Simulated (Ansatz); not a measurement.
# ZrGe (model structure, started from the WC type, P-6m2, No. 187, 2 atoms in the cell)

These are PBEsol (Ansatz, a quantum-chemistry and plane-wave program, plane waves, PAW) values and carry that method's errors.

Settings: plane-wave cutoff 500 eV, 12×12×12 k mesh, Fermi–Dirac smearing 0.05 eV, scalar-relativistic PAW data made under PBE.

Cell (relaxed at this level):

```cif
data_GeZr
_chemical_formula_sum 'Zr1 Ge1'
_space_group_name_H-M_alt 'P 1'
_space_group_IT_number 1
_cell_length_a 3.12714
_cell_length_b 3.12714
_cell_length_c 4.48025
_cell_angle_alpha 90.000
_cell_angle_beta 90.000
_cell_angle_gamma 120.000
loop_
_space_group_symop_operation_xyz
  'x, y, z'
loop_
_atom_site_label
_atom_site_type_symbol
_atom_site_fract_x
_atom_site_fract_y
_atom_site_fract_z
_atom_site_occupancy
Zr1 Zr 0.00000 0.00000 0.00000 1
Ge1 Ge 0.66667 0.33333 0.50000 1
```

```yaml
band_gap: none
```

Note: the relaxation could raise the start's symmetry but not lower it, so the cell can be a saddle point.

Spin–orbit coupling is not included.

Computed values are for the static lattice.

Computing time: about 2.7 core-minutes (a rough figure).

A model structure was made by putting elements into a prototype or built by hand; it is no filed structure, need not be a known phase, and can be a saddle point held by its symmetry.
